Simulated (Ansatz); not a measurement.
## CdSe: band gap against strain

CdSe (wurtzite, P6_3mc, 29.754 Å³/atom at rest, c along z) under an equal strain ε along all three axes. PBE in Ansatz, a plane-wave DFT program (PAW, default set), 420 eV, 9×9×5 Γ-centred mesh, Fermi-Dirac smearing 0.05 eV; ions are relaxed within the symmetry of each cell. Gaps are the smallest over the k-mesh and a band path, without spin-orbit coupling; in all rows the valence edge lies at Γ and the conduction edge at Γ.

Here s stands for strain and Eg for gap.

```csv
strain (%),gap (eV)
0.00,0.543
0.60,0.504
1.20,0.465
1.80,0.427
3.00,?
```

Using a straight line, estimate the missing Eg at s = 3.00 from the other rows, showing the fit.

Means: s 0.90000, Eg 0.4848. About the means, the sum of products is -0.11610 and the sum of squares of s is 1.8000; the slope is their ratio. Least squares gives Eg = 0.5428 - 0.06450·s. Residuals (row less fit): 0.0002, -0.0001, -0.0004, 0.0003; standard error 0.0004 (degrees of freedom: 2). Over these rows the gap moves by -6.5 ± 0.03 eV per unit strain, or -2.1 eV per unit of ln V. At the withheld row, Eg = 0.5428 - 0.06450 × 3.0 = 0.3493 eV. The calculation gives 0.352 eV, 0.0027 eV above the prediction (1.4 % of the range of Eg in the table). The row lies outside the fitted rows, so this is an extrapolation. The fitted rows scatter only by rounding.

One order more, fitted to all 6 runs of the series, follows each within 0.001, so the miss is the next term of a smooth law. Spin-orbit coupling is left out, which can shift this property for CdSe. Rows are the converged runs of the series near zero and its far end; series whose fitted rows scatter by over a few per cent of the range, as at a crossing or softening among them, aren't shown in this form. Most that stay on the fit to the last digits aren't either.
